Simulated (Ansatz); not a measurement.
Start from CuAu (space group P4/mmm, No. 123; relaxed with 0.1 eV smearing).

```
CuAu
1.0
    2.81285     0.00000     0.00000
    0.00000     2.81285     0.00000
    0.00000     0.00000     3.59296
Cu Au
1 1
Direct
  0.00000   0.00000   0.00000
  0.50000   0.50000   0.50000
```

Cartesian axes are those of the cell as printed.

Level of theory: DFT with PBEsol, PAW potentials and a 420 eV plane-wave cutoff in Ansatz (a first-principles code), without spin-orbit coupling.

Modification: the cell is stretched by 3.00 % along z with no lateral relaxation, atoms relaxed at fixed cell.

**Question.** Predict the stress tensor and what it implies for the stiffness.

**Answer.** Stress of the strained cell less that of the base (GPa, compression positive):
```
   -4.3     0.0     0.0
    0.0    -4.3     0.0
    0.0     0.0    -5.1
```

Then −Δσ_ii/ε with ε = 0.0300 gives secant stiffness values (nonlinear terms included at this strain): C33 ≈ 170 GPa, C13 ≈ 144 GPa and C23 ≈ 144 GPa.

As a check, the harmonic strain energy −½ V₀ Δσ:ε is 6.8 meV/atom; the computed energy rise is 7.0 meV/atom.

No phonon test of stability was made. All final runs are without spin polarisation.
